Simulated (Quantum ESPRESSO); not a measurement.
A self-consistent single point of Pd (Fm-3m, 1 atom in the cell) with Quantum ESPRESSO.

Method: PBE, PSlibrary PAW (PBE, semicore) pseudopotentials (plane waves; Quantum ESPRESSO).

```yaml
crystal:
  lattice:
    - [0.00000, 1.95084, 1.95084]
    - [1.95084, 0.00000, 1.95084]
    - [1.95084, 1.95084, 0.00000]
  atoms:
    - { symbol: Pd, position: [0.00000, 0.00000, 0.00000] }
```

Reference input (self-consistent single point, DFT, PBE, plane waves, PSlibrary PAW (PBE, semicore) pseudopotentials): ecutwfc = 65 Ry; ecutrho = 585 Ry; occupations = smearing; smearing = fd; degauss = 0.0073499 Ry; potentials = {Pd: Pd.pbe-spn-kjpaw_psl.1.0.0.UPF}; K_POINTS = automatic 14 14 14 0 0 0; conv_thr = 1e-10 Ry; mixing_beta = 0.4. This run's input differs from it in these lines:

```diff
@@ -17,3 +17,3 @@
  smearing = 'fd'
- degauss = 0.0073499
+ degauss = 0.0036749
 /
@@ -28,3 +28,3 @@
 K_POINTS automatic
-14 14 14  0 0 0
+28 28 28  0 0 0
 CELL_PARAMETERS angstrom
```

Output, abridged:

```
     file Pd.pbe-spn-kjpaw_psl.1.0.0.UPF: wavefunction(s)  4S 5S 4D renormalized
     Message from routine setup:
     using ibrav=0 with symmetry is DISCOURAGED, use correct ibrav instead
     G-vector sticks info
     --------------------
     sticks:   dense  smooth     PW     G-vecs:    dense   smooth      PW
     Sum        1099     499    163                23973     7119    1363

   [... lines left out ...]

   -64.3501 -30.2498 -30.0477 -30.0444  14.6676  14.9111  19.1820  19.5383
    19.5764  21.3195  33.1003  33.8194  33.8592

     occupation numbers
     1.0000   1.0000   1.0000   1.0000   1.0000   1.0000   1.0000   0.9795
     0.9571   0.0000   0.0000   0.0000   0.0000

          k = 0.5808 0.0758-0.0253 (   887 PWs)   bands (ev):

   -64.3478 -30.2587 -30.0576 -30.0480  14.6564  14.9016  19.0598  19.4620
    19.7467  22.1378  32.3772  33.0277  33.6890

     occupation numbers
     1.0000   1.0000   1.0000   1.0000   1.0000   1.0000   1.0000   0.9955
     0.4251   0.0000   0.0000   0.0000   0.0000

   [... 270 blocks of this kind left out ...]

     the Fermi energy is    19.7316 ev

!    total energy              =    -512.02862634 Ry
     estimated scf accuracy    <          3.6E-12 Ry
     smearing contrib. (-TS)   =      -0.00148346 Ry
     internal energy E=F+TS    =    -512.02714287 Ry

     The total energy is F=E-TS. E is the sum of the following terms:
     one-electron contribution =     -75.67519582 Ry
     hartree contribution      =      51.20229573 Ry
     xc contribution           =     -30.84465334 Ry
     ewald contribution        =    -201.47533390 Ry
     one-center paw contrib.   =    -255.23425554 Ry
      -> PAW hartree energy AE =     190.43640965 Ry
      -> PAW hartree energy PS =    -188.72527931 Ry
      -> PAW xc energy AE      =    -286.23397892 Ry
      -> PAW xc energy PS      =      29.28859304 Ry
      -> total E_H with PAW    =      52.91342606 Ry
      -> total E_XC with PAW   =    -287.79003922 Ry

     convergence has been achieved in  11 iterations

     Forces acting on atoms (cartesian axes, Ry/au):

     atom    1 type  1   force =     0.00000000    0.00000000    0.00000000

     Total force =     0.000000     Total SCF correction =     0.000000

          total   stress  (Ry/bohr**3)                   (kbar)     P=       37.97
   0.00025814  -0.00000000  -0.00000000           37.97       -0.00       -0.00
  -0.00000000   0.00025814  -0.00000000           -0.00       37.97       -0.00
  -0.00000000  -0.00000000   0.00025814           -0.00       -0.00       37.97

   JOB DONE.
```

The run converged in 11 iterations. Against the reference run the free energy goes up by 22.0 meV/atom and the pressure goes from 4.26 to 3.80 GPa.

The starting cell has typed, rounded lattice constants, without a prior relaxation at this level. Its lattice was rescaled by up to half a per cent. Spin polarisation is off. With a pressure of about 4 GPa the cell is away from its equilibrium volume at this level.

Cost on one core of a shared machine: roughly 2 min.
